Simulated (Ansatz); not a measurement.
# AlP (model structure, started from the CsCl type, Pm-3m, No. 221, 2 atoms in the cell)

Level of theory: PBE-D3(BJ) (Ansatz, an electronic-structure program, PAW).

Numerical settings: plane-wave cutoff 500 eV, 14×14×14 k mesh, Fermi–Dirac smearing 0.05 eV, scalar-relativistic PAW data made under PBE.

Cell (relaxed at this level):

```cif
data_AlP
_chemical_formula_sum 'Al1 P1'
_space_group_name_H-M_alt 'P 1'
_space_group_IT_number 1
_cell_length_a 3.06889
_cell_length_b 3.06889
_cell_length_c 3.06889
_cell_angle_alpha 90.000
_cell_angle_beta 90.000
_cell_angle_gamma 90.000
loop_
_space_group_symop_operation_xyz
  'x, y, z'
loop_
_atom_site_label
_atom_site_type_symbol
_atom_site_fract_x
_atom_site_fract_y
_atom_site_fract_z
_atom_site_occupancy
Al1 Al 0.00000 0.00000 0.00000 1
P1 P 0.50000 0.50000 0.50000 1
```

```json
{
 "band_gap": "none"
}
```

Note: the relaxation could raise the start's symmetry but not lower it, so the cell can be a saddle point.

Computed values are for the static lattice.

The result took very roughly 9 core-seconds.

A model structure was made by putting elements into a prototype or built by hand; it is no filed structure, need not be a known phase, and can be a saddle point held by its symmetry.
